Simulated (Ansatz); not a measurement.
Defect: interstitial Li in wurtzite ZnO, charge state +1. Method: PBE, PAW (plane waves to 420 eV; Ansatz, an electronic-structure program).

Cell of 72 host sites held at the relaxed PBE lattice; a 2×2×2 k-point mesh shifted by half a step along c; Fermi-Dirac width 0.01 eV, spin-restricted; finite-size errors left in. No zero-point or tunnelling terms. The charge state is imposed; whether it is stable for some Fermi level was not computed. Sites that were not tried may lie lower.

Barriers: single points on a 3×3×3 k-point mesh shifted by half a step along c at the bands' geometries.

Relaxed starting cell (atoms counted from 1):

```xyz
73
Lattice="9.8385 0.0000 0.0000 -4.9192 8.5204 0.0000 0.0000 0.0000 10.5876" Properties=species:S:1:pos:R:3 pbc="T T T"
Zn     1.5366     1.0007     2.7395
Zn     1.6315     0.9459     7.9416
Zn    -0.0040     3.7864     2.6483
Zn     0.0001     3.7892     7.9361
Zn    -1.6465     6.5134     2.7390
Zn    -1.6463     6.6240     7.9418
Zn     5.0094     1.0008     2.7390
Zn     4.9139     0.9457     7.9415
Zn     3.2729     3.7577     2.6164
Zn     3.2731     3.8096     7.8851
Zn     1.6093     6.6390     2.6167
Zn     1.6545     6.6130     7.8848
Zn     8.1923     0.9423     2.6482
Zn     8.1920     0.9374     7.9361
Zn     6.5501     3.7863     2.6481
Zn     6.5459     3.7891     7.9359
Zn     4.9362     6.6388     2.6165
Zn     4.8913     6.6128     7.8850
Zn    -0.0246     1.9022     5.3225
Zn    -0.0063     1.8915    10.5738
Zn    -1.6462     4.7111     5.3225
Zn    -1.6463     4.7320    10.5738
Zn    -3.2946     7.5670     5.3181
Zn    -3.3826     7.5162    10.4759
Zn     3.2729     1.9016     5.3179
Zn     3.2729     2.0027    10.4757
Zn     1.6345     4.7326     5.2522
Zn     1.6227     4.7257    10.5824
Zn     0.0018     7.5671     5.3177
Zn     0.0897     7.5163    10.4758
Zn     6.5703     1.9021     5.3224
Zn     6.5521     1.8915    10.5736
Zn     4.9115     4.7325     5.2519
Zn     4.9232     4.7256    10.5822
Zn     3.2730     7.5707     5.2521
Zn     3.2728     7.5840    10.5824
O      1.6269     0.9486     4.6953
O      1.6570     0.9310     9.9724
O     -0.0125     3.7818     4.6464
O     -0.0061     3.7854     9.9424
O     -1.6465     6.6181     4.6950
O     -1.6464     6.6528     9.9727
O      4.9187     0.9486     4.6949
O      4.8887     0.9309     9.9724
O      3.2730     3.7704     4.6166
O      3.2729     3.8411     9.9006
O      1.6204     6.6326     4.6169
O      1.6818     6.5971     9.9003
O      8.1921     0.9521     4.6462
O      8.1921     0.9444     9.9425
O      6.5585     3.7817     4.6463
O      6.5519     3.7853     9.9422
O      4.9254     6.6327     4.6167
O      4.8638     6.5970     9.9005
O     -0.0253     1.9027     1.9923
O     -0.0057     1.8913     7.3183
O     -1.6462     4.7097     1.9923
O     -1.6463     4.7334     7.3183
O     -3.2129     7.6141     1.9633
O     -3.2885     7.5707     7.3200
O      3.2729     1.8070     1.9632
O      3.2728     1.8943     7.3198
O      1.6344     4.7326     1.9951
O      1.6275     4.7284     7.2578
O     -0.0799     7.6141     1.9633
O     -0.0042     7.5706     7.3196
O      6.5714     1.9025     1.9921
O      6.5512     1.8912     7.3183
O      4.9116     4.7324     1.9950
O      4.9186     4.7284     7.2576
O      3.2728     7.5706     1.9952
O      3.2730     7.5788     7.2577
Li     3.2726    -0.0019     1.2991
```
Cell charge +1.

End state 1 differs by these moves (Å; atoms that move under 0.08 Å are left out):

```csv
atom,element,Δx,Δy,Δz
1,Zn,0.00,0.00,-0.21
5,Zn,0.00,0.00,-0.21
7,Zn,0.00,0.00,-0.21
19,Zn,0.04,-0.02,-0.07
21,Zn,0.00,0.05,-0.07
23,Zn,-0.09,-0.05,0.06
24,Zn,0.10,0.06,0.11
25,Zn,0.00,0.10,0.06
26,Zn,0.00,-0.11,0.11
29,Zn,0.09,-0.05,0.06
30,Zn,-0.09,0.05,0.11
31,Zn,-0.04,-0.02,-0.07
37,O,0.08,-0.05,-0.09
41,O,0.00,0.09,-0.09
43,O,-0.08,-0.05,-0.09
46,O,0.00,-0.06,0.06
48,O,-0.05,0.03,0.06
54,O,0.05,0.03,0.06
59,O,-0.05,-0.03,0.06
61,O,0.00,0.06,0.06
65,O,0.05,-0.03,0.06
73,Li,0.00,0.00,2.64
```

Task: Estimate the forward and backward barriers to end state 1 that PBE, PAW returns for this input.

Result: forward 0.66 eV, backward 0.66 eV; at the saddle point atom 73 has neighbours O at 1.88, 2 O at 1.89; 3 Zn at 2.19 Å. The check of the saddle point's order was inconclusive, and it lies on a symmetry element of the cell, where a band can be held.

End state 2 differs by these moves (Å; atoms that move under 0.08 Å are left out):

```json
[
 {"atom": "1", "element": "Zn", "Δx": "0.10", "Δy": "-0.06", "Δz": "-0.09"},
 {"atom": "3", "element": "Zn", "Δx": "0.00", "Δy": "-0.11", "Δz": "0.09"},
 {"atom": "5", "element": "Zn", "Δx": "-0.10", "Δy": "0.17", "Δz": "0.00"},
 {"atom": "7", "element": "Zn", "Δx": "-0.10", "Δy": "-0.08", "Δz": "-0.12"},
 {"atom": "11", "element": "Zn", "Δx": "0.12", "Δy": "0.04", "Δz": "0.12"},
 {"atom": "22", "element": "Zn", "Δx": "-0.10", "Δy": "-0.06", "Δz": "-0.10"},
 {"atom": "24", "element": "Zn", "Δx": "0.10", "Δy": "0.06", "Δz": "0.10"},
 {"atom": "26", "element": "Zn", "Δx": "-0.01", "Δy": "-0.12", "Δz": "0.11"},
 {"atom": "28", "element": "Zn", "Δx": "0.11", "Δy": "-0.05", "Δz": "-0.11"},
 {"atom": "30", "element": "Zn", "Δx": "-0.10", "Δy": "0.17", "Δz": "0.00"},
 {"atom": "43", "element": "O", "Δx": "-0.01", "Δy": "-0.02", "Δz": "-0.08"},
 {"atom": "44", "element": "O", "Δx": "0.02", "Δy": "0.07", "Δz": "-0.07"},
 {"atom": "46", "element": "O", "Δx": "0.05", "Δy": "-0.08", "Δz": "0.00"},
 {"atom": "47", "element": "O", "Δx": "0.02", "Δy": "0.00", "Δz": "0.08"},
 {"atom": "48", "element": "O", "Δx": "-0.07", "Δy": "0.01", "Δz": "0.07"},
 {"atom": "57", "element": "O", "Δx": "0.07", "Δy": "0.06", "Δz": "-0.03"},
 {"atom": "59", "element": "O", "Δx": "-0.09", "Δy": "-0.03", "Δz": "0.03"},
 {"atom": "61", "element": "O", "Δx": "0.00", "Δy": "0.08", "Δz": "0.03"},
 {"atom": "63", "element": "O", "Δx": "-0.07", "Δy": "0.04", "Δz": "-0.03"},
 {"atom": "65", "element": "O", "Δx": "0.07", "Δy": "-0.13", "Δz": "0.00"},
 {"atom": "73", "element": "Li", "Δx": "1.64", "Δy": "-2.84", "Δz": "0.00"}
]
```

Task: Give the forward and backward barriers to end state 2 at the level PBE, PAW.

Result: forward 0.66 eV, backward 0.66 eV; at the saddle point atom 73 has neighbours O at 1.77, O at 1.85, O at 1.86; Zn at 2.10 Å. The program found a first-order saddle point.

End state 3 differs by these moves (Å; atoms that move under 0.08 Å are left out):

```
atom  element     Δx     Δy     Δz
----  -------  -----  -----  -----
1          Zn   0.11  -0.09  -0.13
5          Zn   0.00   0.11   0.41
7          Zn  -0.11  -0.09  -0.13
21         Zn   0.00  -0.07   0.07
22         Zn   0.00  -0.12  -0.14
23         Zn  -0.07   0.05   0.07
24         Zn  -0.01   0.12  -0.04
26         Zn   0.00  -0.09   0.11
29         Zn   0.08   0.05   0.07
30         Zn   0.01   0.12  -0.04
41          O   0.00   0.01   0.31
57          O   0.00   0.16  -0.02
59          O   0.05  -0.11   0.01
61          O   0.00   0.08   0.03
65          O  -0.05  -0.11   0.01
73         Li   0.00  -1.88  -0.21
```

Task: Predict the forward and backward barriers to end state 3 from PBE, PAW.

Result: forward 0.66 eV, backward 0.027 eV; at the saddle point atom 73 has neighbours O at 1.76, 2 O at 1.86; Zn at 2.09 Å. The program found a first-order saddle point.
